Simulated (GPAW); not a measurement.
**Worked example: self-consistent single point of Ca (Fm-3m, 1 atom in the cell) in GPAW**

Level of theory: PBEsol, GPAW PAW datasets PBEsol (made by gpaw-setup) (plane waves; GPAW 25.7.0).

This input was run:

```python
from ase import Atoms
from ase.units import GPa
from gpaw import GPAW, PW

atoms = Atoms(['Ca'],
              cell=[[0.000000, 2.798370, 2.798370],
                    [2.798370, 0.000000, 2.798370],
                    [2.798370, 2.798370, 0.000000]],
              scaled_positions=[[0.000000, 0.000000, 0.000000]],
              pbc=True)

calc = GPAW(mode=PW(550),
            xc='PBEsol',
            kpts={'size': (8, 8, 8), 'gamma': True},
            occupations={'name': 'methfessel-paxton', 'width': 0.1, 'order': 0},
            nbands=-7,
            symmetry={'symmorphic': False, 'tolerance': 0.0005},
            maxiter=100)

atoms.calc = calc

energy = atoms.get_potential_energy()
print('Energy (eV):', round(energy, 6))
forces = atoms.get_forces()
print('Forces (eV/Ang):')
print(forces.round(5))
stress = atoms.get_stress()
print('Stress (GPa, Voigt):', (stress / GPa).round(4))
```

Output, abridged:

```
Input parameters:
  kpts: {gamma: True,
         size: (8, 8, 8)}
  maxiter: 100
  mode: {ecut: 550.0,
         name: pw}
  nbands: -7
  occupations: {name: methfessel-paxton,
                order: 0,
                width: 0.1}
  symmetry: {symmorphic: False,
             tolerance: 0.0005}
  xc: PBEsol

species:
  Ca:
    name: Calcium
    Z: 20.0
    valence: 10
    core: 10
    charge: 0.0
    file: Ca.PBEsol.gz

    # Using partial waves for Ca as LCAO basis

Reference energy: -18487.552579  # eV

Spin-paired calculation

Convergence criteria:
 Maximum [total energy] change in last 3 cyles: 0.0005 eV / valence electron
 Maximum integral of absolute [dens]ity change: 0.0001 electrons / valence electron
 Maximum integral of absolute [eigenst]ate change: 4e-08 eV^2 / valence electron
 Maximum number of scf [iter]ations: 100

Symmetries present (total): 48
Symmetries with fractional translations: 0
512 k-points: 8 x 8 x 8 Monkhorst-Pack grid + [1/16,1/16,1/16]
29 k-points in the irreducible part of the Brillouin zone
       k-points in crystal coordinates                weights
   0:     0.00000000    0.00000000    0.00000000          1/512
   1:     0.12500000    0.12500000    0.00000000          6/512
   2:     0.12500000    0.12500000    0.12500000          8/512
   [... 7 lines left out ...]
          ...
  28:     0.50000000    0.50000000    0.50000000          4/512

Wave functions: Plane wave expansion
  Cutoff energy: 550.000 eV
  Number of coefficients (min, max): 1243, 1304
  Pulay-stress correction: 0.000000 eV/Ang^3 (de/decut=0.000000)

Occupation numbers: Methfessel-Paxton:
  width: 0.1000  # eV
  order: 0

Eigensolver

Densities:
  Coarse grid: 24*24*24 grid
  Fine grid: 48*48*48 grid
  Total Charge: 0.000000

Density mixing:
  Method: separate
  Backend: pulay
  Linear mixing parameter: 0.05
  old densities: 5
  Damping of long wavelength oscillations: 50

Hamiltonian:
  XC and Coulomb potentials evaluated on a 48*48*48 grid
  External potential:
    NoExternalPotential

XC parameters: PBEsol with 2 nearest neighbor stencil

Number of atoms: 1
Number of atomic orbitals: 5
Number of bands in calculation: 12
Number of valence electrons: 10
Bands to converge: occupied

Density initialized from atomic densities
  5 bands from LCAO basis set
  7 bands from random numbers

Atomic positions and initial magnetic moments

Positions:
   0 Ca     0.000000    0.000000    0.000000    ( 0.0000,  0.0000,  0.0000)

Unit cell:
           periodic     x           y           z      points  spacing
  1. axis:    yes    0.000000    2.798370    2.798370    24     0.1346
  2. axis:    yes    2.798370    0.000000    2.798370    24     0.1346
  3. axis:    yes    2.798370    2.798370    0.000000    24     0.1346

  Lengths:   3.957493   3.957493   3.957493
  Angles:   60.000000  60.000000  60.000000

Effective grid spacing dv^(1/3) = 0.1469

     iter     time        total  log10-change:
                         energy   eigst   dens
iter:   1 --:--:--    -2.094386
iter:   2 --:--:--    -2.214805   -0.97  -1.62
iter:   3 --:--:--    -2.223887   -1.79  -1.66
iter:   4 --:--:--    -2.226885   -2.36  -1.70
iter:   5 --:--:--    -2.225465c  -3.57  -2.33
iter:   6 --:--:--    -2.222081c  -3.59  -2.37
iter:   7 --:--:--    -2.222046c  -5.00  -3.07
iter:   8 --:--:--    -2.222043c  -6.09  -3.38
iter:   9 --:--:--    -2.222042c  -6.91  -3.36
iter:  10 --:--:--    -2.222042c  -7.54c -3.93
iter:  11 --:--:--    -2.222042c  -8.90c -4.79c

Converged after 11 iterations.

Dipole moment: (0.000000, 0.000000, 0.000000) |e|*Ang

Energy contributions relative to reference atoms: (reference = -18487.552579)

Kinetic:         -0.561707
Potential:       +2.516430
External:        +0.000000
XC:              -3.672270
Entropy (-ST):   -0.008473
Local:           -0.500258
SIC:             +0.000000
--------------------------
Free energy:     -2.226279
Extrapolated:    -2.222042

Showing only first 2 kpts
 Kpt  Band  Eigenvalues  Occupancy
  0     3    -19.89636    2.00000
  0     4     -0.90860    2.00000
  0     5      5.32540    0.00000
  0     6      5.32540    0.00000

  1     3    -19.90289    2.00000
  1     4     -0.56693    2.00000
  1     5      5.00408    0.00000
  1     6      5.45810    0.00000

Fermi level: 3.01224

No gap
No difference between direct/indirect transitions
Energy (eV): -2.222042

Forces in eV/Ang:
  0 Ca   -0.00000    0.00000    0.00000

Stress tensor:
     0.007459     0.000000     0.000000
     0.000000     0.007459    -0.000000
     0.000000    -0.000000     0.007459
Stress (GPa, Voigt): [ 1.1951  1.1951  1.1951 -0.      0.      0.    ]
```

The run converged in 11 iterations. GPAW prints stress with tension positive.

The starting cell has typed, rounded lattice constants, without a prior relaxation at this level. Its lattice was rescaled by up to half a per cent.
